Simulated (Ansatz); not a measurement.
Given:

End structure of a constructed model of the (111) surface of fcc Cu (in the relaxation 3 Cu–Pb bonds broke), p(2x2) surface alloy, Pb on one Cu site of the top plane (bottom of the slab: a bare face, its two planes held):

```yaml
crystal:
  lattice:
    - [5.13360, 0.00000, 0.00000]
    - [-2.56680, 4.44582, 0.00000]
    - [0.00000, 0.00000, 26.50000]
  atoms:
    - { symbol: Cu, position: [0.16667, 0.83333, 0.30189] }
    - { symbol: Cu, position: [0.16667, 0.33333, 0.30189] }
    - { symbol: Cu, position: [0.66667, 0.83333, 0.30189] }
    - { symbol: Cu, position: [0.66667, 0.33333, 0.30189] }
    - { symbol: Cu, position: [0.33333, 0.66667, 0.38097] }
    - { symbol: Cu, position: [0.33333, 0.16667, 0.38097] }
    - { symbol: Cu, position: [0.83333, 0.66667, 0.38097] }
    - { symbol: Cu, position: [0.83333, 0.16667, 0.38097] }
    - { symbol: Cu, position: [0.50020, 0.49980, 0.45964] }
    - { symbol: Cu, position: [0.50020, 0.00041, 0.45964] }
    - { symbol: Cu, position: [0.99959, 0.49980, 0.45964] }
    - { symbol: Cu, position: [0.00000, 0.00000, 0.45966] }
    - { symbol: Cu, position: [0.66667, 0.33333, 0.53913] }
    - { symbol: Cu, position: [0.66669, 0.83335, 0.53849] }
    - { symbol: Cu, position: [0.16665, 0.33331, 0.53849] }
    - { symbol: Cu, position: [0.16665, 0.83335, 0.53849] }
    - { symbol: Cu, position: [0.83529, 0.16471, 0.61770] }
    - { symbol: Cu, position: [0.83529, 0.67059, 0.61770] }
    - { symbol: Cu, position: [0.32941, 0.16471, 0.61770] }
    - { symbol: Cu, position: [0.33333, 0.66667, 0.61707] }
    - { symbol: Pb, position: [0.00000, 0.00000, 0.73432] }
    - { symbol: Cu, position: [0.00006, 0.50003, 0.69474] }
    - { symbol: Cu, position: [0.49997, 0.99994, 0.69474] }
    - { symbol: Cu, position: [0.49997, 0.50003, 0.69474] }
```

Set-up: 24 atoms, 10.5 Å thick at the start (thin: gaps and levels are the slab's own); mesh 9x9x1; 0.1 eV smearing; dipole correction on; 8 atoms held, the rest relaxed; symmetry of the start imposed; no spin, no spin-orbit, no U. It is one candidate, not shown to be the stable structure of the face.

Estimate the work function of the top face that PBE in Ansatz (an electronic-structure program) returns for this input.

3.95 eV
